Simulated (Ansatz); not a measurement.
The starting structures come from a database of crystals and need not be the phases stable at ambient conditions.

 Where the default PAW files enter, the runs use the earlier of Ansatz's two default sets.

Evanescent states of CuCl (R3m, not sure to be the ambient phase, 2 atoms a cell, 19.2 Å³ an atom, -2 GPa at this level) along the normal of (001)

Method: PBEsol (plane waves, PAW; Ansatz, a first-principles code).

The gap is the functional's own. No spin-orbit coupling. Mid-gap values are interpolated on the energy grid.

Energies count from the valence-band top; κ is the least over a 12×12 mesh across the current.

```
E (eV)  κ (1/Å)  where
------  -------  -----
0.03      0.080      Γ
0.07      0.091      Γ
0.12      0.096      Γ
0.17      0.098      Γ
0.23      0.096      Γ
0.28      0.091      Γ
0.33      0.082      Γ
0.38      0.069      Γ
0.42      0.048      Γ
```

How thick must the barrier be to attenuate the transmission by 10^6 when the electrodes' Fermi level lies at 0.03 eV, and what attenuation does that film give at 0.23 eV?

d = 6 ln 10 / (2 × 0.080) = 86.3 Å. At 0.23 eV it gives 6 × 0.096/0.080 = 7.2 decades.
